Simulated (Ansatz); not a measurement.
The parent structure is YN in the rock salt structure (space group Fm-3m, No. 225).

```
CELL_PARAMETERS angstrom
      0.00000     2.44783     2.44783
      2.44783     0.00000     2.44783
      2.44783     2.44783     0.00000
ATOMIC_POSITIONS crystal
  N  0.00000 0.00000 0.00000
  Y  0.50000 0.50000 0.50000
```

Cartesian axes are those of the cell as printed.

Method: r2SCAN (Ansatz, a program for electronic structure), no spin-orbit coupling.

Before the change:

| Property | Result |
|---|---|
| Band gap | 0.58 eV |
| Valence-band top at Γ | 0.00, 0.00, 0.00 eV |
| Shortest interatomic distance | 2.448 Å |

Perturbation: a free-standing slab of 2 layers (4 atoms, 2 a layer) is cut normal to the z axis, with 15 Å of vacuum and the in-plane cell held at bulk.

Q: Estimate the effect on the band gap, valence-band top at Γ, gap character, excess energy per area of both faces and shortest interatomic distance.

A: The band gap rises by 0.47 eV, from 0.58 eV to 1.05 eV; the valence-band top at Γ (three highest levels, from the VBM) becomes 0.00, 0.00, -0.46 eV (base: 0.00, 0.00, 0.00 eV); the gap character is direct at Γ; the excess energy per area of both faces (slab less bulk energy over the cell's area: twice a surface energy) comes out as 2.18 J/m²; the shortest interatomic distance drops by 0.1854 Å, from 2.448 Å to 2.262 Å.

Slab and bulk use different k-meshes, which limits the precision of the excess energy. Stability against distortions was not tested. Labels are those of the standard path for the cell's own space group.
